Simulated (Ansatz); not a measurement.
Start from Ga$_{2}$O$_{3}$ (space group Cmcm, No. 63; a = 2.7887 Å, b = 9.2751 Å, c = 7.1494 Å; a cell from a computed database, its experimental status unchecked). Axes: x, y, z lie along a, b, c of the conventional cell.

Level of theory: PBEsol (Ansatz, a program for electronic structure, PAW, scalar-relativistic without spin-orbit coupling).

Now apply this change: every lattice vector is shortened by 0.42 %, atoms relaxed at fixed cell.

Problem. Predict the stress tensor and what it implies for the stiffness.

Solution. Stress of the strained cell less that of the base (GPa, compression positive):
```
   3.08    0.00    0.00
   0.00    2.61    0.00
   0.00    0.00    2.05
```

Then B = −ΔP/(ΔV/V₀) with ΔV/V₀ = -0.0125 gives secant stiffness values (nonlinear terms included at this strain): B (at held cell shape, above the free-shape value) ≈ 206 GPa.

Stability against distortions was not tested.
